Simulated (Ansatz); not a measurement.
Partial pair distribution functions of a relaxed model of amorphous Hf17O36La, broadened by 0.06 Å; density 8.79 g/cm³. All values below come from PBE, scalar-relativistic without spin-orbit coupling (plane waves to 420 eV, PAW; Ansatz, a first-principles code). The usual formal charges leave 1 holes over, so the level spacing at the Fermi energy parts defect or band states and needn't be the band gap. In the spin-polarised cell the level spacing at the Fermi energy can part levels of unlike spin.

A CHGNet melt-quench gave the starting glass, which DFT then relaxed. O atoms were pushed apart under 1.9 Å during the dynamics, to hinder bonds among them. The hot cell started wider than the set density and was brought back towards it in steps. It is the lowest in DFT energy of 2 quenches. It is a model cell: composition and starting density were chosen by hand, and all elements were melted together. No dispersion term was used. Its density started from a set value of 8.79 and ended at 8.79 g/cm³. Cooling (nominally 380 K/ps over its main leg) ran many orders faster than in experiment, which tends to leave more defects and strain. One small periodic cell is one sample of the glass; other quenches scatter about these values. The volume was held where the preparation left it, at a PBE pressure of 2.5 GPa. Stress components on the final sampling reach 3.4 GPa.

| r (Å) | g Hf-O | g O-La | g Hf-Hf | g O-O |
|---|---|---|---|---|
| 1.75 | 0.00 | 0.00 | 0.00 | 0.00 |
| 1.85 | 0.22 | 0.00 | 0.00 | 0.00 |
| 1.95 | 2.83 | 0.00 | 0.00 | 0.00 |
| 2.05 | 6.95 | 0.00 | 0.00 | 0.00 |
| 2.15 | 6.43 | 0.15 | 0.00 | 0.00 |
| 2.25 | 3.64 | 1.82 | 0.00 | 0.05 |
| 2.35 | 1.38 | 3.60 | 0.00 | 0.42 |
| 2.45 | 0.44 | 5.11 | 0.00 | 1.43 |
| 2.55 | 0.16 | 4.51 | 0.00 | 2.39 |
| 2.65 | 0.10 | 2.51 | 0.00 | 2.21 |
| 2.75 | 0.14 | 0.29 | 0.00 | 1.89 |
| 2.85 | 0.11 | 0.00 | 0.00 | 2.05 |
| 2.95 | 0.05 | 0.03 | 0.09 | 1.89 |
| 3.05 | 0.14 | 0.66 | 0.96 | 1.28 |
| 3.15 | 0.25 | 0.99 | 1.20 | 1.06 |
| 3.25 | 0.27 | 1.00 | 2.64 | 1.11 |
| 3.35 | 0.47 | 0.39 | 4.21 | 0.94 |
| 3.45 | 0.73 | 0.01 | 2.90 | 0.74 |
| 3.55 | 0.71 | 0.00 | 1.82 | 0.88 |
| 3.65 | 0.74 | 0.01 | 1.29 | 0.99 |
| 3.75 | 0.84 | 0.30 | 1.57 | 0.98 |
| 3.85 | 0.83 | 1.37 | 1.97 | 0.93 |
| 3.95 | 0.88 | 1.14 | 2.09 | 0.95 |
| 4.05 | 0.90 | 0.93 | 1.28 | 1.15 |
| 4.15 | 1.20 | 0.29 | 0.58 | 1.05 |
| 4.25 | 1.19 | 0.10 | 0.39 | 0.89 |
| 4.35 | 1.18 | 0.66 | 0.30 | 0.64 |
| 4.45 | 1.70 | 0.81 | 0.58 | 0.50 |

Within 2.90 Å each Hf has 6.59 O neighbours on average.
